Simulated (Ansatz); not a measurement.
Worked example: self-consistent single point of La₂W₂O₉ (P-1, 26 atoms in the cell) in Ansatz (a program for electronic structure).

Computed with r2SCAN, default PAW files made with PBE (plane waves; Ansatz).

```xyz
26
Lattice="6.9125 0.0000 0.0000 0.5848 7.0900 0.0000 0.7932 2.3554 6.7065" Properties=species:S:1:pos:R:3 pbc="T T T"
La     1.3782     1.6877     1.7370
La     6.9122     7.7577     4.9695
La     4.7837     3.5882     1.8128
La     3.5068     5.8572     4.8938
W      6.6751     4.3720     5.3404
W      1.6153     5.0734     1.3661
W      2.5490     2.1659     4.8850
W      5.7414     7.2795     1.8215
O      5.5594     5.9631     0.6271
O      2.7310     3.4823     6.0795
O      2.2955     7.8069     3.9186
O      5.9950     1.6385     2.7879
O      1.0168     5.4754     4.7496
O      7.2737     3.9700     1.9570
O      2.2025     7.9652     6.3538
O      6.0880     1.4802     0.3528
O      5.7452     5.8579     6.0567
O      2.5452     3.5875     0.6499
O      5.3622     6.4428     3.3090
O      2.9283     3.0026     3.3975
O      4.5457     8.2506     5.2063
O      3.7448     1.1948     1.5003
O      0.7939     6.6418     1.8812
O      7.4965     2.8036     4.8254
O      3.0268     5.4303     2.3600
O      5.2636     4.0151     4.3465
```

Reference input (self-consistent single point, DFT, r2SCAN, plane waves, default PAW files made with PBE): basis.ecutwfc = 500 eV; kpoints.mp_grid.grid = 2 2 2; kpoints.mp_grid.shift = 0.5 0.5 0.5; hamiltonian.xc = r2scan; hamiltonian.pseudopotentials = {kind: paw} (the program's default PAW files); scf.occupations.method = methfessel_paxton; scf.occupations.width = 0.1 eV. This run's input differs from it in these lines:

Ansatz 0.2 input:
```diff
@@ -34,3 +34,3 @@
 basis:
-  ecutwfc: 500.0 eV
+  ecutwfc: 1000.0 eV
 kpoints:
```

Output (repeated stretches shortened):

```
SCF iter   1: F=—  HF=-76913.163557 eV  |F-HF|=—  |Δ(HF+E_count)|=         —  Δρ=1.32e-2  dr2=6.26e-1  dr2_τ=1.97e0  ethr=1.77e-3  ⟨swp⟩=6.0  Hψ=2184  notcnv=0
all-band conjugate gradients solve this SCF's bands
preconditioner: auto → Resta (q_TF=auto, 2.528 Å⁻¹)
SCF iter   2: F=—  HF=-76913.656670 eV  |F-HF|=—  |Δ(HF+E_count)|=   4.93e-1  S|Δr|=    0.00e0  Δρ=6.68e-3  dr2=7.55e-2  dr2_τ=3.01e-2  ethr=3.01e-4  ⟨swp⟩=2.0  Hψ=961  notcnv=0  defer=79
   [... lines left out ...]
SCF iter   7: F=—  HF=-76913.648298 eV  |F-HF|=—  |Δ(HF+E_count)|=   4.96e-4  S|Δr|=    0.00e0  Δρ=3.65e-5  dr2=4.25e-6  dr2_τ=5.23e-7  ethr=1.13e-8  ⟨swp⟩=2.0  Hψ=856  notcnv=0  defer=79
SCF iter   8: F=—  HF=-76913.648298 eV  |F-HF|=—  |Δ(HF+E_count)|=   1.94e-8  S|Δr|=    0.00e0  Δρ=1.81e-5  dr2=1.08e-6  dr2_τ=9.62e-8  ethr=2.04e-9  ⟨swp⟩=2.0  Hψ=777  notcnv=0  defer=79
SCF iter   9: F=-76913.648297 eV  HF=-76913.648297 eV  |F-HF|=2.65e-9  |Δ(HF+E_count)|=   1.53e-7  S|Δr|=    0.00e0  Δρ=4.45e-6  dr2=6.32e-8  dr2_τ=5.61e-9  ethr=4.81e-11  ⟨swp⟩=13.0  Hψ=3116  notcnv=0
SCF 1 converged in 9 iterations: F = -76913.648297 eV  dr2 = 6.32e-8
Stability not checked (fill_not_monotonic)
Free energy (F): -76913.648297 eV
Internal energy: -76913.648297 eV  (E = F + TS)
E sigma→0 (E₀):  -76913.648297 eV
Fermi energy:    11.537176 eV
--- Forces (eV/Å), atoms counted from 1 ---
  atom   1  La     0.00875725    -0.00291389    -0.15931174
  atom   2  La    -0.00875725     0.00291389     0.15931174
  atom   3  La     0.02564182     0.17217950    -0.06210790
  atom   4  La    -0.02564182    -0.17217950     0.06210790
  atom   5  W     -0.07646481     0.28027865     0.16600697
   [... 17 lines left out ...]
   [... lines left out ...]
  atom  26  O     -1.44291749    -0.43857209    -0.87472199
--- Stress (GPa, compression-positive) ---
       14.285994      -0.426534       0.236632
       -0.426544      15.063557       0.190662
        0.236643       0.190667      14.873538
  P = ⅓ Tr σ = 14.7410 GPa (147.410 kbar)
  The stress holds the Pulay correction. Without it, at fixed plane waves, as pw.x and ABINIT print it: P = 14.7253 GPa
```

The run converged in 9 iterations. Against the reference run the free energy falls by 5.0 meV/atom, the pressure moves little (14.79 to 14.74 GPa), the largest force hardly changes (1.749 to 1.743 eV/Å) and the gap on the mesh stays at 3.952 eV.

The starting cell comes from a database of published, mostly measured structures (it also holds non-ambient and calculated ones), without a prior relaxation at this level. Its lattice was rescaled by a random factor within 2.5 % of one. Spin-orbit coupling is off. Forces in this geometry exceed 1 eV/Å. Ansatz's pressure includes its estimate of the finite-basis (Pulay) stress. The shifted mesh does not hold Γ, so a gap read on it misses any band edge there.

Cost on one core of a shared machine: roughly 90 s.
